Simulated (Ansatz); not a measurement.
The parent structure is Ca in the fcc (Cu type) structure (space group Fm-3m, No. 225; a = 5.5685 Å; relaxed with 0.1 eV smearing). Axes: x, y, z lie along the cube axes.

All numbers come from Ansatz (a first-principles code) r2SCAN, scalar-relativistic without spin-orbit coupling.

Strains are applied to the cell and any free atomic positions relax; under biaxial strain the out-of-plane vector relaxes too.

One change was made to it. Results:

```csv
quantity,base,after
band gap,zero,zero
energy relative to the base (free energy F),0 meV/atom,+4.7 meV/atom
```

Q: What was done to the base?
A. biaxial strain −2.06 %, plane normal [110], relaxed out of plane
B. biaxial strain −3.55 %, plane normal [001], relaxed out of plane
C. isotropic strain +2.80 %
D. biaxial strain −1.68 %, plane normal [110], relaxed out of plane

A: A, biaxial strain −2.06 %, plane normal [110], relaxed out of plane. For comparison, the energy relative to the base in the other runs: isotropic strain +2.80 % gives +16 meV/atom; biaxial strain −3.55 %, plane normal [001], relaxed out of plane gives +7.2 meV/atom; biaxial strain −1.68 %, plane normal [110], relaxed out of plane gives +3.1 meV/atom.

Stability against distortions was not tested.
